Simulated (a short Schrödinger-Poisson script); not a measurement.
Structure: MOS inversion layer, Al2O3 on p-type Ge(111), at 400 K.

```
layer  material  thickness (nm)  Na (cm⁻³)
-----  --------  --------------  ---------
1         Al2O3             6.2          -
2            Ge             340     1.5e18
```

Constants are typed, rounded textbook-type inputs, not results; the design itself was drawn at random and stands for no fabricated device. Al2O3: permittivity 9, conduction-band edge (eV) 2.65, gap (eV) 6.8, electron mass (mₑ) 0.3. Ge: permittivity 16, conduction-band edge (eV) 0, gap (eV) 0.664, Nv at 300 K (cm⁻³) 6e18.

Channel valleys (confinement mass, in-plane density-of-states mass, number): L1 1.59, 0.08, 1; L3 0.09, 0.34, 3. At the gate the conduction-band edge of layer 1 lies 2.83 eV − eVg above the Fermi level of the channel; the field vanishes at the back. Gaps are held at their typed values at every temperature. Mesh 0.03 nm at interfaces.

Solved with a short Schrödinger-Poisson script written for these runs: 1D Poisson equation in equilibrium, electrons quantum, Hartree (BenDaniel-Duke, 12 states a valley, the channel's in-plane mass for all, wave functions ending at the dielectric), parabolic valleys, classical holes, full ionisation, no traps, pinning or gate leakage.

The same stack at other levels of the model or other numerical settings:

```csv
run,sheet density of all electrons at Vg = 2.1 V (cm⁻²),sheet density of all electrons at Vg = 0.9 V (cm⁻²),capacitance at Vg = 2.1 V (μF/cm²),centroid of the channel electrons at Vg = 2.1 V (nm),rough cost against the base
base,8.63e12,9.94e11,1.10,1.76,about 1
"electrons treated as classical, Boltzmann",1.05e13,1.73e12,___,0.52,0.04
"electrons treated as classical, Fermi-Dirac",___,___,1.17,0.81,0.2
mesh six times as coarse,8.64e12,9.96e11,1.10,1.76,0.3
one subband a valley,8.46e12,9.37e11,1.09,1.80,0.5
```

Task: Complete the blanks.

Result: 
- electrons treated as classical, Fermi-Dirac, sheet density of all electrons at Vg = 2.1 V (cm⁻²): 9.95e12
- electrons treated as classical, Fermi-Dirac, sheet density of all electrons at Vg = 0.9 V (cm⁻²): 1.66e12
- electrons treated as classical, Boltzmann, capacitance at Vg = 2.1 V (μF/cm²): 1.23

The classical rows ignore confinement, and Boltzmann statistics overrate the density once the band edge passes the Fermi level.

Only the L valleys are kept; under strong confinement the Δ valleys of Ge fill too.
